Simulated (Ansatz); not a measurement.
Electronic density of states of amorphous In$_{17}$Ga$_{17}$Zn$_{17}$O$_{67}$, density 6.01 g/cm³, on a 2×2×2 Γ-centred mesh with a Gaussian width of 0.1 eV; energies count from the Fermi level. Cell and mesh are small, so fine structure isn't converged. The numbers are results of PBE, scalar-relativistic without spin-orbit coupling (plane waves to 420 eV, PAW; Ansatz, an electronic-structure program), not measurements. Sampling: a 2×2×2 Γ-centred mesh; Fermi-Dirac width 0.02 eV; no spin polarisation. The usual formal charges leave 2 electrons over, so the level spacing at the Fermi energy parts defect or band states and needn't be the band gap. The spare electrons fill defect levels or the bottom of the conduction band, and the levels at the Fermi energy are partly filled.

Preparation: random packing, an ab initio melt and quench, and a relaxation. The hot cell started wider than the set density and was brought back towards it in steps. It is a model cell: composition and starting density were chosen by hand, and all elements were melted together. No dispersion term was used. Its density started from a set value of 6.01 and ended at 6.01 g/cm³. The quench (nominally 290 K/ps over its main leg) was far faster than any real one, so the model tends to hold more defects than a real film. One small periodic cell is one sample of the glass; other quenches scatter about these values. The volume was held where the preparation left it and the shape relaxed, at a PBE pressure of 1.8 GPa. Stress components on the final sampling reach 1.8 GPa.

(E - EF (eV), states/(eV atom)): (-12.00, 0.00); (-11.90, 0.00); (-11.80, 0.00); (-11.70, 0.00); (-11.60, 0.00); (-11.50, 0.00); (-11.40, 0.00); (-11.30, 0.00); (-11.20, 0.00); (-11.10, 0.00); (-11.00, 0.00); (-10.90, 0.00); (-10.80, 0.00); (-10.70, 0.00); (-10.60, 0.00); (-10.50, 0.00); (-10.40, 0.00); (-10.30, 0.00); (-10.20, 0.00); (-10.10, 0.00); (-10.00, 0.00); (-9.90, 0.00); (-9.80, 0.00); (-9.70, 0.00); (-9.60, 0.00); (-9.50, 0.00); (-9.40, 0.00); (-9.30, 0.00); (-9.20, 0.00); (-9.10, 0.00); (-9.00, 0.00); (-8.90, 0.01); (-8.80, 0.07); (-8.70, 0.13); (-8.60, 0.22); (-8.50, 0.27); (-8.40, 0.25); (-8.30, 0.27); (-8.20, 0.33); (-8.10, 0.37); (-8.00, 0.43); (-7.90, 0.49); (-7.80, 0.48); (-7.70, 0.55); (-7.60, 0.67); (-7.50, 0.72); (-7.40, 0.79); (-7.30, 0.96); (-7.20, 1.18); (-7.10, 1.27); (-7.00, 1.28); (-6.90, 1.33); (-6.80, 1.35); (-6.70, 1.30); (-6.60, 1.16); (-6.50, 1.02); (-6.40, 0.94); (-6.30, 0.88); (-6.20, 0.81); (-6.10, 0.75); (-6.00, 0.69); (-5.90, 0.67); (-5.80, 0.63); (-5.70, 0.65); (-5.60, 0.64); (-5.50, 0.59); (-5.40, 0.60); (-5.30, 0.60); (-5.20, 0.60); (-5.10, 0.60); (-5.00, 0.61); (-4.90, 0.60); (-4.80, 0.60); (-4.70, 0.62); (-4.60, 0.64); (-4.50, 0.68); (-4.40, 0.70); (-4.30, 0.70); (-4.20, 0.70); (-4.10, 0.72); (-4.00, 0.73); (-3.90, 0.76); (-3.80, 0.76); (-3.70, 0.78); (-3.60, 0.80); (-3.50, 0.83); (-3.40, 0.86); (-3.30, 0.85); (-3.20, 0.88); (-3.10, 0.90); (-3.00, 0.95); (-2.90, 0.97); (-2.80, 0.94); (-2.70, 0.92); (-2.60, 0.85); (-2.50, 0.74); (-2.40, 0.57); (-2.30, 0.44); (-2.20, 0.41); (-2.10, 0.22); (-2.00, 0.05); (-1.90, 0.07); (-1.80, 0.07); (-1.70, 0.01); (-1.60, 0.00); (-1.50, 0.00); (-1.40, 0.01); (-1.30, 0.01); (-1.20, 0.00); (-1.10, 0.00); (-1.00, 0.00); (-0.90, 0.00); (-0.80, 0.00); (-0.70, 0.00); (-0.60, 0.01); (-0.50, 0.02); (-0.40, 0.04); (-0.30, 0.04); (-0.20, 0.02); (-0.10, 0.01); (0.00, 0.03); (0.10, 0.04); (0.20, 0.05); (0.30, 0.06); (0.40, 0.05); (0.50, 0.04); (0.60, 0.04); (0.70, 0.03); (0.80, 0.03); (0.90, 0.04); (1.00, 0.07); (1.10, 0.07); (1.20, 0.09); (1.30, 0.12); (1.40, 0.12); (1.50, 0.13); (1.60, 0.12); (1.70, 0.10); (1.80, 0.14); (1.90, 0.15); (2.00, 0.14); (2.10, 0.15); (2.20, 0.14); (2.30, 0.17); (2.40, 0.21); (2.50, 0.23); (2.60, 0.22); (2.70, 0.23); (2.80, 0.22); (2.90, 0.22); (3.00, 0.23); (3.10, 0.28); (3.20, 0.31); (3.30, 0.28); (3.40, 0.26); (3.50, 0.28); (3.60, 0.28); (3.70, 0.29); (3.80, 0.32); (3.90, 0.30); (4.00, 0.31); (4.10, 0.34); (4.20, 0.33); (4.30, 0.33); (4.40, 0.32); (4.50, 0.32); (4.60, 0.30); (4.70, 0.31); (4.80, 0.32); (4.90, 0.33); (5.00, 0.32); (5.10, 0.27); (5.20, 0.28); (5.30, 0.29); (5.40, 0.31); (5.50, 0.32); (5.60, 0.30); (5.70, 0.31); (5.80, 0.33); (5.90, 0.35)
